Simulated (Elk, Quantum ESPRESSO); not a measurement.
# Code comparison for HoPd₂ (I4/mmm, 3 atoms in the cell)

Self-consistent single point, at a second geometry (lattice scaled by 0.98). First geometry:

```xyz
3
Lattice="-2.0132 2.0132 4.2793 2.0132 -2.0132 4.2793 2.0132 2.0132 -4.2793" Properties=species:S:1:pos:R:3 pbc="T T T"
Ho     0.0000     0.0000     0.0000
Pd     0.0000     2.0132     2.1396
Pd     2.0132     0.0000     2.1396
```
Moments meant for the start (each program seeds them in its own way; μB, in the order of the atoms Ho Pd Pd): 4.0 0.0 0.0.

Shared settings, as Quantum ESPRESSO writes them: occupations = smearing; smearing = gaussian; degauss = 0.019992 Ry; nspin = 2; K_POINTS = automatic 7 7 7 0 0 0. Potentials and cutoffs stand in the table.

| code | model | size of the net moment (μB/atom) | cutoff |
|---|---|---|---|
| Quantum ESPRESSO | PBEsol, SSSP 1.1.2 efficiency (PBE) pseudopotentials | 1.26 | 60 Ry |
| Elk | PBEsol, all-electron FP-LAPW, Elk's shipped species files, APW+lo basis with extra local orbitals | 1.25 | rgkmax 8 |

On Quantum ESPRESSO's run: spin-orbit coupling is off. With one magnetic atom in the cell only a parallel order is possible. With U or open f shells several self-consistent states can exist. The f electrons are in the valence without U or exact exchange, which can misplace them near the Fermi level. Spin-orbit terms, which matter for f shells, are left out.

The spread over the programs that give each value: size of the net moment within 0.01 μB/atom.

Elk treats all electrons, but the usual bases taken here (sphere radii, linearisation, local orbitals, empty states) were not tested for convergence, so the values are no reference for the others.

The starting cell comes from a database of computed structures (which also holds hypothetical and non-ambient phases and stackings), without a prior relaxation at this level. Its lattice was rescaled by a random factor within 2.5 % of one. For this run, on top of that: lattice scaled by 0.98.

Left out of this page: Ansatz (with a known weakness of the program).
